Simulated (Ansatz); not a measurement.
Start from MoTe2 in the 2H-MoS2 type structure (space group P6_3/mmc, No. 194; layered, stacked along the Cartesian z axis).

```yaml
crystal:
  lattice:
    - [3.49670, 0.00000, 0.00000]
    - [-1.74835, 3.02823, 0.00000]
    - [0.00000, 0.00000, 13.69730]
  atoms:
    - { symbol: Mo, position: [0.33333, 0.66667, 0.75000] }
    - { symbol: Mo, position: [0.66667, 0.33333, 0.25000] }
    - { symbol: Te, position: [0.33333, 0.66667, 0.11734] }
    - { symbol: Te, position: [0.66667, 0.33333, 0.61734] }
    - { symbol: Te, position: [0.66667, 0.33333, 0.88266] }
    - { symbol: Te, position: [0.33333, 0.66667, 0.38266] }
```

Method: PBE-D3(BJ) (Ansatz, an electronic-structure program; PAW; 420 eV plane waves; no SOC), earlier PAW set.

One change was made to it. Results:

The width of the top valence band goes up by 0.28 eV, from 1.03 eV to 1.31 eV; the lattice parameter a drops by 0.139 bohr, from 6.608 bohr to 6.469 bohr; the band gap shrinks by 0.41 eV (0.60 eV → 0.19 eV); the smallest direct gap falls by 0.366 eV (1.03 eV → 0.67 eV); the gap character becomes indirect, K–Γ (88 % along) → K–Γ (44 % along) (base: indirect, Γ → K–Γ (44 % along)).

Q: Which of these changes matches the shifts?
(A) pressure 0.3 GPa
(B) pressure 5 GPa
(C) pressure −1 GPa

A: B, pressure 5 GPa. For comparison, the band gap in the other runs: pressure 0.3 GPa gives 0.58 eV; pressure −1 GPa gives 0.69 eV.

Spin-orbit coupling, missing from the scalar runs, can matter with Te. Load acts through the strain it causes; cell and atoms are relaxed under it. Stability against distortions was not tested. Competing high-pressure phases were not computed. The D3 term's C6 switches between coordination references near this geometry, which can add small steps to energies. The zero or small gap of MoTe2 under pressure 5 GPa can change with the level of theory.
